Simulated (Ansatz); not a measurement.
The reference is ZnS (space group R3m, No. 160; a = 3.7838 Å, c = 27.8997 Å (hexagonal axes)).

Computed with PBEsol (Ansatz, a program for electronic structure), no spin-orbit coupling.

For the base:

| Quantity | Result |
|---|---|
| Electron mass | 0.16 mₑ along c, 0.17 mₑ across (at Γ) |
| Shortest interatomic distance | 231.8 pm |

It is then changed as follows: a hydrostatic pressure of 5 GPa.

Task: What does the calculation give for the electron mass, mean gap deformation potential ΔEg/Δln V and shortest interatomic distance after the change?

Result: The electron mass changes from 0.16 mₑ along c, 0.17 mₑ across (at Γ) to 0.17 mₑ along c, 0.19 mₑ across (at Γ); the mean gap deformation potential ΔEg/Δln V comes out as -4.4 eV; the shortest interatomic distance shrinks by 4.4 pm to 227.4 pm.

Load acts through the strain it causes; cell and atoms are relaxed under it. Masses are band curvatures over ±0.01 Å⁻¹ around the edge. Stability against distortions was not tested. No other phases were tried under pressure. This is not the structure that ZnS has at room temperature and ambient pressure.
